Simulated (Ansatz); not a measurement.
BN in the zinc blende structure; conventional cell a = b = c = 3.502 Å, α = β = γ = 90.00°.

Dynamical quadrupoles are not included in the interpolation of the phonons between the solved wave vectors. The pressure is 30 GPa. The structure is held there; whether it is the stable one at that pressure was not tested.

Q: What linear thermal expansion coefficient does the quasi-harmonic free energy on DFT at the LDA level (Ansatz, a first-principles code) give at 900 K, and what isobaric heat capacity per mole of formula units and Grüneisen parameter?

A: α = 4.0 × 10⁻⁶ K⁻¹; C_P = 42.0 J/(mol K); γ = 0.92. Whether this phase is the stable one at each condition was not tested.

The PAW data sets were generated under PBE and serve the other functionals too.
